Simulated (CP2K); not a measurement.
A self-consistent single point of HfPt₃ (P4mm, 4 atoms in the cell) with CP2K.

Computed with LDA (Pade form), GPW, DZVP-MOLOPT-SR-GTH basis, GTH-PADE potentials (GTH_POTENTIALS) (CP2K).

```xyz
4
Lattice="4.0225 0.0000 0.0000 0.0000 4.0225 0.0000 0.0000 0.0000 4.0225" Properties=species:S:1:pos:R:3 pbc="T T T"
Hf     0.0000     0.0000     0.0500
Pt     2.0112     2.0112     0.0000
Pt     0.0000     2.0112     2.0112
Pt     2.0112     0.0000     2.0112
```

Reference input (self-consistent single point, DFT LDA (Pade form), GPW, DZVP-MOLOPT-SR-GTH basis, GTH-PADE potentials (GTH_POTENTIALS)): CUTOFF = 500 Ry; REL_CUTOFF = 60 Ry; SMEAR/METHOD = GAUSSIAN; SIGMA = 0.1 eV; KPOINTS/SCHEME = MONKHORST-PACK 4 4 4; GAMMA_CENTERED = T; XC_FUNCTIONAL = PADE; Hf/BASIS_SET = DZVP-MOLOPT-SR-GTH; Hf/POTENTIAL = GTH-PADE-q12; Pt/BASIS_SET = DZVP-MOLOPT-SR-GTH; Pt/POTENTIAL = GTH-PADE-q18; METHOD = GPW. This run's input differs from it in these lines:

```diff
@@ -24,3 +24,3 @@
       MAX_SCF 100
-      ADDED_MOS 11
+      ADDED_MOS 1
       &DIAGONALIZATION
```

Output, abridged:

```
 SCF WAVEFUNCTION OPTIMIZATION

  Step     Update method      Time    Convergence         Total energy    Change
     1 NoMix/Diag. 0.30E+00      -     2.96289995      -412.9552008638 -4.13E+02
     2 Broy./Diag. 0.30E+00      -     0.22303776      -414.5041513573 -1.55E+00
     3 Broy./Diag. 0.30E+00      -     0.04598092      -411.2972273823  3.21E+00
     4 Broy./Diag. 0.30E+00      -     0.05280744      -411.9990762288 -7.02E-01
     5 Broy./Diag. 0.30E+00      -     0.01845532      -411.9365479513  6.25E-02
     6 Broy./Diag. 0.30E+00      -     0.01571617      -411.9223574117  1.42E-02
   [... 90 lines left out ...]
    97 Broy./Diag. 0.30E+00      -     0.00555453      -412.0216878743  3.47E-06
    98 Broy./Diag. 0.30E+00      -     0.00723812      -412.0217019501 -1.41E-05
    99 Broy./Diag. 0.30E+00      -     0.00919772      -412.0216764117  2.55E-05
   100 Broy./Diag. 0.30E+00      -     0.00803744      -412.0217130582 -3.66E-05
  Leaving inner SCF loop after reaching   100 steps.

  Overlap energy of the core charge distribution:               0.00000000046675
  Self energy of the core charge distribution:               -620.93093595027358
  Core Hamiltonian energy:                                    138.98456813632683
  Hartree energy:                                             110.92851082466090
   [... lines left out ...]
  Fermi energy:                                                 0.55317522601433
  Total energy:                                              -412.02171305815102
   [... lines left out ...]
 *  /   \                                                                      *
 * [ABORT]                                                                     *
 *  \___/     SCF run NOT converged. To continue the calculation regardless,   *
 *    |             please set the keyword IGNORE_CONVERGENCE_FAILURE.         *
 *  O/|                                                                        *
 * /| |                                                                        *
 * / \                                                            qs_scf.F:702 *
 *******************************************************************************

 ===== Routine Calling Stack =====

            4 scf_env_do_scf
            3 qs_energies
            2 qs_forces
            1 CP2K
Abort(1) on node 0 (rank 0 in comm 0): application called MPI_Abort(MPI_COMM_WORLD, 1) - process 0
```

The run ended unconverged after 100 iterations. 

The starting cell comes from a database of computed structures (which also holds hypothetical and non-ambient phases and stackings), without a prior relaxation at this level. Its lattice was rescaled by up to half a per cent. One atom was moved a little off its site on purpose. Values carry the incompleteness of an atom-centred basis.

Cost on one core of a shared machine: roughly 5 min.
